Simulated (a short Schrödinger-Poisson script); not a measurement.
# Gated In0.52Al0.48As/In0.53Ga0.47As modulation-doped gas in a quantum well

System: gated In0.52Al0.48As/In0.53Ga0.47As modulation-doped gas in a quantum well, at 77 K.

| layer | material | thickness (nm) | Nd (cm⁻³) | Na (cm⁻³) |
|---|---|---|---|---|
| 1 | In0.52Al0.48As | 30 | - | - |
| 2 | In0.52Al0.48As | 40 | 1.6e18 | - |
| 3 | In0.52Al0.48As | 20 | - | - |
| 4 | In0.53Ga0.47As | 15 | - | - |
| 5 | In0.52Al0.48As | 4000 | - | 3e14 |

Constants are typed, rounded textbook-type inputs, not results; the design itself was drawn at random and stands for no fabricated device. In0.52Al0.48As: permittivity 12.5, conduction-band edge (eV) 0.52, gap (eV) 1.45, electron mass (mₑ) 0.075, Nv at 300 K (cm⁻³) 1.1e19. In0.53Ga0.47As: permittivity 13.9, conduction-band edge (eV) 0, gap (eV) 0.74, Nv at 300 K (cm⁻³) 7.7e18.

Channel valleys (confinement mass, in-plane density-of-states mass, number): Γ 0.041, 0.041, 1. At the gate the conduction-band edge of layer 1 lies 0.65 eV − eVg above the Fermi level of the channel; the field vanishes at the back. Donor level 0.02 eV below the band edge. The barrier under the gate holds no holes. Gaps are held at their typed values at every temperature. Mesh 0.08 nm at interfaces.

From a short Schrödinger-Poisson script (our own, NumPy): 1D Poisson equation in equilibrium, electrons quantum, Hartree (BenDaniel-Duke, 40 states a valley, the channel's in-plane mass for all, wave functions free to enter the barrier), parabolic valleys, classical holes, donors ionised by Fermi statistics, acceptors fully, no traps, pinning or gate leakage.

```tsv
Vg (V)	electrons (cm⁻²)	in the channel layer	C (μF/cm²)	Γ E0 (meV)	Γ E1 (meV)
0.4	1.01e12	9.65e11	0.328	-57.0	9.8
0.1	1.00e12	9.65e11	0.301	-57.0	11.8
-0.2	9.94e11	9.65e11	0.276	-57.0	13.9
-0.5	9.90e11	9.65e11	0.256	-56.9	16.2
-0.8	9.86e11	9.64e11	0.240	-56.9	18.8
-1.1	9.83e11	9.64e11	0.226	-56.9	21.6
-1.4	9.81e11	9.64e11	0.215	-56.9	22.3
-1.7	9.79e11	9.63e11	0.205	-56.8	22.3
-2	9.77e11	9.62e11	0.196	-56.8	22.4
-2.3	9.74e11	9.59e11	0.188	-56.6	22.5
-2.6	9.70e11	9.55e11	0.181	-56.4	22.7
-2.9	9.57e11	9.43e11	0.170	-55.7	23.4
-3.2	8.38e11	8.27e11	0.114	-48.9	30.0
-3.5	6.26e11	6.18e11	0.113	-36.5	42.2
-3.8	4.15e11	4.10e11	0.113	-24.0	54.8
-4.1	2.04e11	2.02e11	0.112	-10.7	68.5
-4.4	7.22e9	7.15e9	0.0706	18.1	98.2
```

Gate voltages with under 1e6 electrons/cm² are left out.

Subbands count from the Fermi level.
